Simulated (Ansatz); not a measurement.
## LiCl: thickness series

Start from LiCl in the rock salt structure (space group Fm-3m, No. 225; a = 5.112 Å). Axes: x, y, z lie along the cube axes.

Free-standing slabs (2 atom(s) a layer) normal to the z axis with 15 Å of vacuum; in-plane cell held at bulk.

The values are results of DFT with r2SCAN, PAW potentials and a 500 eV plane-wave cutoff in Ansatz (a first-principles code), spin-orbit coupling left out, not measurements.

Notes on the quantities. excess energy per area of both faces: slab less bulk energy over the cell's area: twice a surface energy.

```tsv
case	excess energy per area of both faces	band gap	thickness between the outermost nuclei	gap character
base	–	7.29 eV	–	–
1 layer	–	6.06 eV	–	indirect, X → Γ
2 layers	0.35 J/m²	6.64 eV	2.68 Å	indirect, Γ–X (73 % along) → Γ
3 layers	0.40 J/m²	6.63 eV	5.19 Å	indirect, X → Γ
4 layers	0.38 J/m²	6.72 eV	7.77 Å	indirect, X → Γ
5 layers	0.39 J/m²	?	10.32 Å	indirect, X → Γ
6 layers	0.39 J/m²	6.75 eV	12.88 Å	indirect, X → Γ
7 layers	0.39 J/m²	6.75 eV	15.44 Å	indirect, X → Γ
```

**Question.** What belongs in the blanks?

**Answer.** 
- 5 layers, band gap: 6.74 eV

The excess energy carries the mismatch between the slab's and the bulk's meshes. Whether these cells are dynamically stable was not tested. Labels are those of the standard path for the cell's own space group.
